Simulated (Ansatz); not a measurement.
## CsCaH3 in the cubic perovskite structure (space group Pm-3m, No. 221; a cell from a computed database, its experimental status unchecked)

```cif
data_H3CaCs
_chemical_formula_sum 'Cs1 Ca1 H3'
_space_group_name_H-M_alt 'Pm-3m'
_space_group_IT_number 221
_space_group_name_Hall '-P 4 2 3'
_cell_length_a 4.54054
_cell_length_b 4.54054
_cell_length_c 4.54054
_cell_angle_alpha 90.000
_cell_angle_beta 90.000
_cell_angle_gamma 90.000
loop_
_atom_site_label
_atom_site_type_symbol
_atom_site_symmetry_multiplicity
_atom_site_Wyckoff_symbol
_atom_site_fract_x
_atom_site_fract_y
_atom_site_fract_z
_atom_site_occupancy
Cs1 Cs 1 a 0.00000 0.00000 0.00000 1
Ca1 Ca 1 b 0.50000 0.50000 0.50000 1
H1 H 3 c 0.00000 0.50000 0.50000 1
```

Calculations: Ansatz (an electronic-structure program), PBEsol, PAW, cutoff 420 eV, no spin-orbit coupling. Γ-centred 7×7×7 mesh, Fermi–Dirac width 0.05 eV.

```yaml
volume_per_atom: 18.72 Å³
density: 3.12 g/cm³
band_gap: 2.88 eV, direct at M
Hole mass (degenerate bands, along [100]): 0.70, 0.86 mₑ
total_energy: -1485.708 eV/atom (σ→0; compares only within this code and set-up)
```

Effective masses come from finite differences of ±0.01 Å⁻¹. Stability against distortions was not tested. Many cubic perovskites are stable only at high temperature; tilts and polar distortions were not tested.
